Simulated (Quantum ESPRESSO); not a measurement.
Input and output of a self-consistent single point for LuTlTe₂ (R-3m, 4 atoms in the cell) (Quantum ESPRESSO).

Level of theory: LDA (PZ), SSSP 1.1.2 efficiency (PBE) pseudopotentials (plane waves; Quantum ESPRESSO 7.5).

The change in words: lattice scaled by 0.98. Reference geometry:
```xyz
4
Lattice="2.1890 1.2638 8.1384 -2.1890 1.2638 8.1384 0.0000 -2.5277 8.1384" Properties=species:S:1:pos:R:3 pbc="T T T"
Lu     0.0000     0.0000    12.2076
Tl     0.0000     0.0000     0.0000
Te     0.0000     0.0000    18.6531
Te     0.0000     0.0000     5.7621
```

Reference input (self-consistent single point, DFT, LDA (PZ), plane waves, SSSP 1.1.2 efficiency (PBE) pseudopotentials): ecutwfc = 50 Ry; ecutrho = 400 Ry; occupations = fixed; input_dft = pz; potentials = {Lu: Lu.GGA-PBE-paw-v1.0.UPF, Tl: Tl_pbe_v1.2.uspp.F.UPF, Te: Te_pbe_v1.uspp.F.UPF}; K_POINTS = automatic 5 5 5 0 0 0; nbnd = 31; conv_thr = 1e-10 Ry; mixing_beta = 0.5. This run's input differs from it in these lines:

```diff
@@ -34,5 +34,5 @@
 CELL_PARAMETERS angstrom
-   2.1890262162     1.2638348752     8.1383930000
-  -2.1890262162     1.2638348752     8.1383930000
-   0.0000000000    -2.5276697504     8.1383930000
+   2.1452454807     1.2385580558     7.9756250000
+  -2.1452454807     1.2385580558     7.9756250000
+   0.0000000000    -2.4771161116     7.9756250000
```

Output (repeated stretches shortened):

```
     Self-consistent Calculation

     iteration #  1     ecut=    50.00 Ry     beta= 0.50

---- Real-time Memory Report at c_bands before calling an iterative solver
          1144 MiB given to the printing process from OS
           195 MiB allocation reported by mallinfo(arena+hblkhd)
------------------

     Threshold (ethr) on eigenvalues was too large:
     Diagonalizing with lowered threshold

---- Real-time Memory Report at c_bands before calling an iterative solver
          1205 MiB given to the printing process from OS
           222 MiB allocation reported by mallinfo(arena+hblkhd)
------------------

   [... lines left out ...]
          1220 MiB given to the printing process from OS
           237 MiB allocation reported by mallinfo(arena+hblkhd)
------------------

     negative rho (up, down):  4.956E-02 0.000E+00

     total energy              =   -1260.13805037 Ry
     estimated scf accuracy    <          2.8E-10 Ry

     iteration # 13     ecut=    50.00 Ry     beta= 0.50

---- Real-time Memory Report at c_bands before calling an iterative solver
          1220 MiB given to the printing process from OS
           237 MiB allocation reported by mallinfo(arena+hblkhd)
------------------

     negative rho (up, down):  4.956E-02 0.000E+00
     End of self-consistent calculation

     highest occupied, lowest unoccupied level (ev):     8.8599    9.2031

!    total energy              =   -1260.13805037 Ry
     estimated scf accuracy    <          1.0E-11 Ry

      -> PAW hartree energy AE =     490.16838577 Ry
      -> PAW hartree energy PS =    -421.90090489 Ry
      -> PAW xc energy AE      =    -581.79811373 Ry
      -> PAW xc energy PS      =      39.47188599 Ry
      -> total E_H with PAW    =     351.79258975 Ry
      -> total E_XC with PAW   =    -673.44649076 Ry

     convergence has been achieved in  13 iterations

     negative rho (up, down):  4.956E-02 0.000E+00

     Forces acting on atoms (cartesian axes, Ry/au):

     atom    1 type  1   force =     0.00000000    0.00000000   -0.00000000
   [... lines left out ...]
     Total force =     0.016002     Total SCF correction =     0.000004
   [... lines left out ...]

     negative rho (up, down):  4.956E-02 0.000E+00
          total   stress  (Ry/bohr**3)                   (kbar)     P=       -5.41
  -0.00003504  -0.00000000   0.00000000           -5.15       -0.00        0.00
   0.00000000  -0.00003504   0.00000000            0.00       -5.15        0.00
   0.00000000   0.00000000  -0.00004030            0.00        0.00       -5.93

   JOB DONE.
```

The run converged in 13 iterations. Against the reference run the free energy goes down by 22.2 meV/atom, the pressure goes from -2.98 to -0.54 GPa, the largest force goes from 0.003 to 0.291 eV/Å and the gap on the mesh goes from 0.589 to 0.343 eV.

The starting cell comes from a database of computed structures (which also holds hypothetical and non-ambient phases and stackings), without a prior relaxation at this level. Its lattice was rescaled by a random factor within 2.5 % of one. For this run, on top of that: lattice scaled by 0.98. Spin-orbit coupling is off.

Cost on one core of a shared machine: roughly 3 min.
